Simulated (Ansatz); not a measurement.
Consider Os in the hcp (Mg type) structure (space group P6_3/mmc, No. 194; a = 2.729 Å, c = 4.309 Å; relaxed with 0.1 eV smearing). Axes: x lies along a and z along c of the hexagonal cell.

All numbers come from PBEsol (Ansatz, a program for electronic structure, PAW, scalar-relativistic without spin-orbit coupling).

The change: the cell is stretched by 1.50 % along x with no lateral relaxation, atoms relaxed at fixed cell.

Question: Predict the stress tensor and what it implies for the stiffness.

Answer: Stress of the strained cell less that of the base (GPa, compression positive):
```
  -11.0     0.0     0.0
    0.0    -3.5     0.0
    0.0     0.0    -3.5
```

Then −Δσ_ii/ε with ε = 0.0150 gives secant stiffness values (nonlinear terms included at this strain): C11 ≈ 732 GPa, C12 ≈ 232 GPa and C13 ≈ 232 GPa.

As a check, the harmonic strain energy −½ V₀ Δσ:ε is 7.1 meV/atom; the computed energy rise is 7.3 meV/atom.

No phonon test of stability was made. All final runs are without spin polarisation.
